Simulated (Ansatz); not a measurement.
Levels about the gap of amorphous Zn12Sb12Te36 (60 atoms in a cell of 1842 Å³, 6.17 g/cm³; zone centre alone, so wide bands show as single levels with stretches between that a denser mesh fills), at the geometry that PBE-D3(BJ) relaxed, where it gives 0.1 GPa on a denser mesh. The participation number counts the atoms over which a state spreads; weights are charges in smoothed Voronoi cells. The levels come from a single point, so bond lengths are those of that geometry. Method of the levels: PBE-D3(BJ), scalar-relativistic without spin-orbit coupling, PAW (Ansatz default set, large-core Te) (Ansatz, an electronic-structure program). Sampling: the zone centre alone; Fermi-Dirac width 0.05 eV; no spin polarisation. So small a spacing is near the smearing width and the bands' dispersion over the mesh, so it is a value of this cell and mesh.

The cell was made by melting and quenching with the CHGNet potential and then relaxed with DFT. The hot cell started wider than the set density and was brought back towards it in steps. It is the lowest in DFT energy of 3 quenches. It is a model cell: composition and starting density were chosen by hand, and all elements were melted together. The geometry includes D3(BJ) dispersion. Its density started from a set value of 6.05 and ended at 6.17 g/cm³. Cooling (nominally 99 K/ps over its main leg) ran many orders faster than in experiment, which tends to leave more defects and strain. One small periodic cell is one sample of the glass; other quenches scatter about these values. Volume and shape were free in the relaxation. On a 2×2×2 Γ-centred mesh force components of up to 0.17 eV/Å stay, since the relaxation ran on one k-point at (1/4, 1/4, 1/4).

```json
[
 {"E - E(highest filled), eV": "-0.57", "filling": "filled", "participation number": "19.9", "largest on": "Te, 3 neighbours", "weight Te": "0.82", "weight Sb": "0.10", "weight Zn": "0.08"},
 {"E - E(highest filled), eV": "-0.56", "filling": "filled", "participation number": "26.9", "largest on": "Te, 3 neighbours", "weight Te": "0.80", "weight Sb": "0.11", "weight Zn": "0.09"},
 {"E - E(highest filled), eV": "-0.50", "filling": "filled", "participation number": "38.3", "largest on": "Te, 2 neighbours", "weight Te": "0.77", "weight Sb": "0.13", "weight Zn": "0.09"},
 {"E - E(highest filled), eV": "-0.44", "filling": "filled", "participation number": "33.9", "largest on": "Te, 2 neighbours", "weight Te": "0.76", "weight Sb": "0.15", "weight Zn": "0.08"},
 {"E - E(highest filled), eV": "-0.31", "filling": "filled", "participation number": "24.1", "largest on": "Te, 3 neighbours", "weight Te": "0.76", "weight Sb": "0.17", "weight Zn": "0.08"},
 {"E - E(highest filled), eV": "-0.10", "filling": "filled", "participation number": "19.0", "largest on": "Te, 2 neighbours", "weight Te": "0.76", "weight Sb": "0.18", "weight Zn": "0.06"},
 {"E - E(highest filled), eV": "0.00", "filling": "filled", "participation number": "13.1", "largest on": "Te, 2 neighbours", "weight Te": "0.80", "weight Sb": "0.13", "weight Zn": "0.07"},
 {"E - E(highest filled), eV": "0.32", "filling": "empty", "participation number": "26.2", "largest on": "Te, 3 neighbours", "weight Te": "0.59", "weight Sb": "0.31", "weight Zn": "0.11"},
 {"E - E(highest filled), eV": "0.43", "filling": "empty", "participation number": "23.8", "largest on": "Te, 3 neighbours", "weight Te": "0.65", "weight Sb": "0.26", "weight Zn": "0.09"},
 {"E - E(highest filled), eV": "0.56", "filling": "empty", "participation number": "22.8", "largest on": "Sb, 5 neighbours", "weight Te": "0.54", "weight Sb": "0.32", "weight Zn": "0.14"},
 {"E - E(highest filled), eV": "0.59", "filling": "empty", "participation number": "27.6", "largest on": "Te, 3 neighbours", "weight Te": "0.64", "weight Sb": "0.26", "weight Zn": "0.10"},
 {"E - E(highest filled), eV": "0.77", "filling": "empty", "participation number": "36.5", "largest on": "Sb, 5 neighbours", "weight Te": "0.55", "weight Sb": "0.34", "weight Zn": "0.10"},
 {"E - E(highest filled), eV": "0.86", "filling": "empty", "participation number": "35.5", "largest on": "Sb, 3 neighbours", "weight Te": "0.55", "weight Sb": "0.34", "weight Zn": "0.10"},
 {"E - E(highest filled), eV": "0.92", "filling": "empty", "participation number": "27.8", "largest on": "Sb, 5 neighbours", "weight Te": "0.55", "weight Sb": "0.34", "weight Zn": "0.11"}
]
```

Most localised among these is the filled level at +0.00 eV, on a Te atom, which has 2 neighbours (Zn 2.59 Å, Te 2.81 Å).
